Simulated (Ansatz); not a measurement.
The starting structures come from a database of crystals and need not be the phases stable at ambient conditions.

 Where the default PAW files enter, the runs use the earlier of Ansatz's two default sets.

By PBEsol, the system below comes out a metal.

Without scattering a metal conducts by its projected Fermi surface.

Here is the system:

```xyz
3
Lattice="6.5884 0.0000 0.0000 2.7182 6.0015 0.0000 1.2900 -3.4167 1.9133" Properties=species:S:1:pos:R:3 pbc="T T T"
Ba     0.0000     0.0000     0.0000
Si     3.2942    -0.7081     0.9566
Si     7.3025     3.2929     0.9566
```

Space group of this cell: P6/mmm. The cell is taken as given; by PBEsol its mean pressure is -2.0 GPa.

The current flows along the normal of the first two printed cell vectors, the (111) plane of the conventional cell. No spin-orbit coupling; the value is a mean over 0.1 eV about the Fermi level.

Q: Estimate the ballistic conductance per area that Ansatz (an electronic-structure program) with PBEsol returns for this system.

A: 0.67 × 10¹⁵ S/m² for both spins.
